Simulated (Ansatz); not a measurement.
The parent structure is TiAl (space group P4/mmm, No. 123; a = 2.766 Å, c = 4.002 Å; relaxed with 0.1 eV smearing). Axes: x, y, z lie along a, b, c of the conventional cell.

Computed with LDA/PAW in Ansatz (a program for electronic structure), no SOC.

Before the change:

```
Quantity   Result
--------  -------
Pressure  0.0 GPa
```

It is then changed as follows: biaxial strain −1.00 %, plane normal [001], relaxed out of plane (Cartesian); in-plane vectors clamped, the third vector and the atoms free.

Question: What happens to the out-of-plane strain and pressure?

Answer: The out-of-plane strain comes out as +1.08 %; the pressure (mean of the normal stresses, compression positive) goes from zero to 1.2 GPa.

Whether these cells are dynamically stable was not tested. All final runs are without spin polarisation.
